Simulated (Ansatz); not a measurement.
For TiTe2 (model structure, started from the anatase type, I4₁/amd, No. 141, 6 atoms in the cell), PBEsol (Ansatz, a quantum-chemistry and plane-wave program, plane waves, PAW) gives:

- lattice parameter a: 5.424 Å
- lattice parameter c: 10.559 Å
- formation enthalpy: -0.515 eV/atom

**Question.** What does PBE-D3(BJ) (Ansatz, PAW) give for the same quantities?

**Answer.** 
- lattice constant a: 5.457 Å (grows by 0.6 %)
- lattice parameter c: 10.228 Å (decreases by 3.1 %)
- formation enthalpy: -0.489 eV/atom (moves by +0.026 eV/atom)

Changes are worked out from the printed values.

Unless a cell is named, each level is at its own relaxed cell (PBEsol 25.89, PBE-D3(BJ) 25.38 Å³/atom).

Levels without +SOC leave out spin–orbit coupling, which shifts energies and cells of such heavy elements.

Ansatz's density-functional and Hartree–Fock values are scalar-relativistic unless marked +SOC, with PAW data made under PBE.

A model structure was made by putting elements into a prototype or built by hand; it is no filed structure, need not be a known phase, and can be a saddle point held by its symmetry.
